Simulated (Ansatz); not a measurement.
For fcc Yb, RPBE (PAW; Ansatz, a program for electronic structure) gives:

* **lattice parameter a**: 5.368 Å
* **bulk modulus**: 16.4 GPa

Question: What does r²SCAN+rVV10 in Ansatz (plane waves, PAW) give for the same quantities?

Answer: 
- lattice constant a: 5.145 Å (shrinks by 4.2 %)
- bulk modulus: 21.2 GPa (increases by 29 %)

For comparison: lattice constant a 5.485 Å (measured, 293 K, no zero-point or thermal correction; as tabulated in Wikipedia's data pages); bulk modulus 16.3 GPa (measured, temperature not stated, no zero-point or thermal correction; as tabulated in doi:10.1007/BF02743909 (ytterbium under pressure), abstract).

Changes are worked out from the printed values.

Unless a cell is named, each level is at its own relaxed cell (RPBE 38.66, r²SCAN+rVV10 34.05 Å³/atom).

Ansatz's density-functional and Hartree–Fock values are scalar-relativistic unless marked +SOC, with PAW data made under PBE.
